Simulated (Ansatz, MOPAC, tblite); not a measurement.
**Wurtzite BN (high-pressure phase): properties by level of theory**

Reference values: lattice constant a 2.55 Å (measured, temperature not stated, not corrected to a static lattice; as tabulated in Doll et al. (2008), arXiv:0810.5476); lattice parameter c 4.2 Å (measured, temperature not stated, not corrected to a static lattice; as tabulated in Doll et al. (2008), arXiv:0810.5476).

| level (code) | lattice parameter a (Å) | c axis length (Å) |
|---|---|---|
| GFN1-xTB (tblite) | 2.547 | 4.208 |
| PM6 semi-empirical Hartree-Fock (MOPAC) | 2.567 | 4.225 |
| PM7 semi-empirical Hartree-Fock (MOPAC) | 2.630 | 4.328 |
| LDA (Ansatz) | 2.523 | 4.175 |
| PBE (Ansatz) | 2.555 | 4.224 |
| HSE06 (Ansatz) | 2.535 | 4.191 |

Differences from the reference values (errors of the level alone only where the reference is corrected to a static lattice):

| level | lattice constant a (%) | lattice parameter c (%) |
|---|---|---|
| GFN1-xTB | -0.12 | +0.19 |
| PM6 semi-empirical Hartree-Fock (MOPAC) | +0.67 | +0.60 |
| PM7 semi-empirical Hartree-Fock (MOPAC) | +3.14 | +3.05 |
| LDA | -1.06 | -0.60 |
| PBE | +0.20 | +0.57 |
| HSE06 | -0.59 | -0.21 |

Nearest: lattice constant a, not ranked (reference at room or unstated temperature); lattice parameter c, not ranked (reference at room or unstated temperature).

Caveats: the method was fitted mainly to molecules (GFN1-xTB, PM6 semi-empirical Hartree-Fock (MOPAC), PM7 semi-empirical Hartree-Fock (MOPAC)); the run uses a supercell at the zone centre in place of a k mesh (GFN1-xTB, PM6 semi-empirical Hartree-Fock (MOPAC), PM7 semi-empirical Hartree-Fock (MOPAC)). Ansatz's density-functional and Hartree–Fock values are scalar-relativistic unless marked +SOC, with PAW data made under PBE.

Differences are worked out from the printed values.

The computed numbers hold no vibrational or temperature effects.

Ansatz is an electronic-structure program.
